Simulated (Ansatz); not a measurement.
Base system: SrO in the rock salt structure (space group Fm-3m, No. 225).

```
SrO
1.0
    0.00000     2.59746     2.59746
    2.59746     0.00000     2.59746
    2.59746     2.59746     0.00000
Sr O
1 1
Direct
  0.00000   0.00000   0.00000
  0.50000   0.50000   0.50000
```

The values are results of PBE, PAW, 420 eV (Ansatz, a quantum-chemistry and plane-wave program; no spin-orbit coupling), not measurements.

Strains are applied to the cell and any free atomic positions relax.

One change was made to it. Results:

| quantity | base | after |
|---|---|---|
| pressure | 0.00 GPa | 5.88 GPa |
| band gap | 3.33 eV | 3.30 eV |

### Question
Name the change that was made.
(A) isotropic strain +3.00 %
(B) isotropic strain −1.00 %
(C) isotropic strain −2.00 %
(D) isotropic strain +1.00 %
(E) isotropic strain +0.50 %

### Answer
C, isotropic strain −2.00 %. For comparison, the pressure in the other runs: isotropic strain −1.00 % gives 2.73 GPa; isotropic strain +1.00 % gives -2.36 GPa; isotropic strain +0.50 % gives -1.22 GPa; isotropic strain +3.00 % gives -6.15 GPa.

No phonon test of stability was made.
